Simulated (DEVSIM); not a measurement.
System: Co/SiO2/n-Ge capacitor, at 400 K.

| layer (left to right) | material | thickness (nm) | Nd (cm⁻³) |
|---|---|---|---|
| 1 | SiO2 | 36.0 | - |
| 2 | Ge | 5200 | 1.3e16 |

Metal gate on the left, work function 5 eV. Fixed charge at the semiconductor interface 3.4e11 cm⁻² (in units of +e); no interface traps.

Constants are typed, rounded textbook-type inputs, not results; the design itself was drawn at random and stands for no fabricated device. Values at 300 K; Nc and Nv go as T^1.5, mobilities as T to minus their exponent, the gap by Varshni's rule with the affinity fixed.

```csv
parameter,SiO2,Ge
gap (eV),9,0.664
affinity (eV),0.9,4
permittivity,3.9,16
Nc (cm⁻³),-,1.04e19
Nv (cm⁻³),-,6e18
Varshni α (eV/K),-,0.000477
Varshni β (K),-,235
```

DEVSIM, 1D Poisson equation in equilibrium, Boltzmann statistics, complete ionisation; no quantum confinement or tunnelling. Metal contacts follow the ideal Schottky-Mott rule: no Fermi-level pinning, no interface dipoles.

The substrate doping was swept, all else fixed.

```tsv
substrate doping (cm^-3)	minimum of the low-frequency capacitance (μF/cm²)	flat-band voltage (V)	threshold voltage (band bending 2φF) (V)
6.5e14	0.0565	0.12	0.08
1.3e15	0.0568	0.13	0.05
2.6e15	0.0576	0.14	0.00
6.5e15	0.0588	0.16	-0.13
1.3e16	0.0610	0.19	-0.28
2.6e16	0.0635	0.21	-0.50
```

From the first row to the last the minimum of the low-frequency capacitance goes from 0.0565 to 0.0635. From the first row to the last the flat-band voltage goes from 0.12 to 0.21.
